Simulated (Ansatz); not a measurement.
## Pb: biaxial strain −3.00 %, plane normal [001], relaxed out of plane

Consider Pb in the fcc (Cu type) structure (space group Fm-3m, No. 225; a = 4.934 Å; relaxed with 0.1 eV smearing). Axes: x, y, z lie along the cube axes.

It is then changed as follows: biaxial strain −3.00 %, plane normal [001], relaxed out of plane (Cartesian); in-plane vectors clamped, the third vector and the atoms free.

Computed with PBEsol (Ansatz, a program for electronic structure, PAW, scalar-relativistic without spin-orbit coupling). k-mesh 23×23×23 (Γ-centred); smearing 0.1 eV (Fermi–Dirac).

The volume per atom decreases by 0.44 Å³, from 30.03 Å³ to 29.59 Å³ and the space group changes from Fm-3m (No. 225) to I4/mmm (No. 139). The shortest interatomic distance falls by 0.198 bohr (6.593 bohr → 6.395 bohr) and the energy increases by 6.3 meV/atom. The pressure (mean of the normal stresses, compression positive) goes from zero to 0.8 GPa and the band gap stays zero. The out-of-plane strain is +4.71 % and the ratio −ε⊥/ε∥ comes out as 1.57. The mean in-plane stress (compression positive) is +1.2 GPa.

Whether these cells are dynamically stable was not tested.
